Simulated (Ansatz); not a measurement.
## Reaction energy: levels of theory

Subject: the reaction energy. Reaction: Hf (hcp) + O2 (gas) → HfO2 (P2₁/c). A negative value means that the right-hand side lies lower.

HfO2 (P2₁/c), 96 atoms in the cell, the relaxed perfect crystal repeated, atoms not moved again. Conventional cell: a = 5.161 Å, b = 5.212 Å, c = 5.352 Å, α = γ = 90.00°, β = 99.66°.

Setting: static, neutral cells in Ansatz (PAW) whose structures rest at the PBE level. Ansatz (a program for electronic structure) runs with its default PAW set. Other levels take these structures. The lattices are those relaxed with PBE, so at other levels the solids can be strained, which adds to the spread. A dispersion term (D3(BJ), or D4 for r2SCAN) was computed beside these levels and is taken off wherever the name lacks it. The runs are scalar-relativistic, without spin-orbit coupling.

```
Method      value (eV)
----------  ----------
PBE             -10.38
PBE+D3(BJ)           …
RPBE             -9.81
r2SCAN+D4            …
```

### Question
What belongs in the gaps?

### Answer

- PBE+D3(BJ), value (eV): -10.59
- r2SCAN+D4, value (eV): -11.54

The levels shown span 1.73 eV, from r2SCAN+D4 (-11.54) to RPBE (-9.81).

Rough cost of one single point on HfO2 (P2₁/c), against RPBE's on the same shared machine and with each level's own mesh and cutoff: r2SCAN within a factor of 2.
